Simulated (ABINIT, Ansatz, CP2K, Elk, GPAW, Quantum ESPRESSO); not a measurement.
# Code comparison for SnSe (Pnma, 8 atoms in the cell)

Self-consistent single point, at a second geometry (lattice scaled by 0.98). First geometry:

```xyz
8
Lattice="11.9257 0.0000 0.0000 0.0000 4.2187 0.0000 0.0000 0.0000 4.8062" Properties=species:S:1:pos:R:3 pbc="T T T"
Sn     7.3795     3.1640     1.8098
Sn     4.5462     1.0547     2.9964
Sn    10.5091     1.0547     4.2129
Sn     1.4167     3.1640     0.5933
Se     1.7716     1.0547     2.4472
Se    10.1542     3.1640     2.3590
Se     4.1913     3.1640     0.0441
Se     7.7344     1.0547     4.7621
```

Shared settings, as Ansatz (a program for electronic structure) writes them: kpoints.mp_grid.grid = 1 3 3; scf.occupations.method = fixed. Potentials and cutoffs stand in the table.

```csv
code,model,ΔF from the first geometry (meV/atom),pressure (GPa),largest force (eV/Å),gap on the mesh (eV),cutoff
CP2K,"PBE, GPW, DZVP-MOLOPT-SR-GTH basis, GTH-PBE potentials (GTH_POTENTIALS)",7.9,2.18,0.171,0.716,grid 400 Ry
Ansatz,"PBE, default PAW files",-0.8,1.29,0.142,0.739,30.9 Ry
Elk,"PBE, all-electron FP-LAPW, Elk's shipped species files, APW+lo basis with extra local orbitals",–,–,0.140,–,rgkmax 8
GPAW,"PBE, GPAW PAW datasets PBE (gpaw-data 1.0.1)",-2.1,1.17,0.143,0.732,600 eV
ABINIT,"PBE, norm-conserving pseudopotentials (PseudoDojo nc-sr-05 PBE standard)",-0.8,1.31,0.147,0.731,43 Ha
Quantum ESPRESSO,"PBE, GBRV 1.5 ultrasoft (PBE) pseudopotentials",-0.7,1.27,0.143,0.735,40 Ry
```

Size of the force on each atom (eV/Å): Sizes of forces hide their directions.

```json
[
 {"code": "CP2K", "Sn1": "0.070", "Sn2": "0.070", "Sn3": "0.070", "Sn4": "0.070", "Se5": "0.171", "Se6": "0.171", "Se7": "0.171", "Se8": "0.171"},
 {"code": "Ansatz", "Sn1": "0.059", "Sn2": "0.059", "Sn3": "0.059", "Sn4": "0.059", "Se5": "0.142", "Se6": "0.142", "Se7": "0.142", "Se8": "0.142"},
 {"code": "Elk", "Sn1": "0.140", "Sn2": "0.140", "Sn3": "0.140", "Sn4": "0.140", "Se5": "0.140", "Se6": "0.140", "Se7": "0.140", "Se8": "0.140"},
 {"code": "GPAW", "Sn1": "0.064", "Sn2": "0.064", "Sn3": "0.064", "Sn4": "0.064", "Se5": "0.143", "Se6": "0.143", "Se7": "0.143", "Se8": "0.143"},
 {"code": "ABINIT", "Sn1": "0.046", "Sn2": "0.046", "Sn3": "0.046", "Sn4": "0.046", "Se5": "0.147", "Se6": "0.147", "Se7": "0.147", "Se8": "0.147"},
 {"code": "Quantum ESPRESSO", "Sn1": "0.053", "Sn2": "0.053", "Sn3": "0.053", "Sn4": "0.053", "Se5": "0.143", "Se6": "0.143", "Se7": "0.143", "Se8": "0.143"}
]
```

A dash marks a value that a program does not give, or that is left out as unsure.

No gap is tabulated for Elk: it is not read from that output, or partly filled or unconverged empty levels leave it unsure.

Gaps are read on the mesh.

The spread over the programs that give each value: ΔF from the first geometry within 10.0 meV/atom; pressure within 1.01 GPa; largest force within 0.031 eV/Å; gap on the mesh within 0.023 eV.

CP2K uses small atom-centred bases, whose incompleteness enters pressures, forces and empty levels differently from a plane-wave cutoff. Elk treats all electrons, but the usual bases taken here (sphere radii, linearisation, local orbitals, empty states) were not tested for convergence, so the values are no reference for the others. Ansatz's pressure is given at a fixed set of plane waves, as the other plane-wave codes print theirs. In the force vectors, CP2K (by 0.089) and Elk (by 0.094) lie more than 0.08 eV/Å from the median of the plane-wave programs.

The shared mesh is coarse (it stands for a supercell whose shortest vector is 12 Å), so the values are not converged in it.

The starting cell comes from a database of computed structures (which also holds hypothetical and non-ambient phases and stackings), without a prior relaxation at this level. Its lattice was rescaled by a random factor within 2.5 % of one. For this run, on top of that: lattice scaled by 0.98.

Keys are those of Ansatz 0.2.
